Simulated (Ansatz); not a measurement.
Base system: CdS in the zinc blende structure (space group F-43m, No. 216; a = 5.8791 Å).

Calculations: r2SCAN in Ansatz (plane waves to 500 eV, PAW, no spin-orbit coupling), earlier PAW set.

Before the change:

The lattice parameter a is 5.879 Å.

Modification: a hydrostatic pressure of 3 GPa.

What does the calculation give for the lattice parameter a after the change?

The lattice parameter a falls by 0.087 Å (5.879 Å → 5.792 Å).

How does this affect the mean gap deformation potential ΔEg/Δln V?

The mean gap deformation potential ΔEg/Δln V comes out as -2.3 eV.

Load acts through the strain it causes; cell and atoms are relaxed under it. Whether these cells are dynamically stable was not tested. Tetrahedral semiconductors of this kind turn to denser phases somewhere between about 1 and 50 GPa; those were not computed, so compressed cells here can lie past the real transition.

Ansatz is an electronic-structure program.
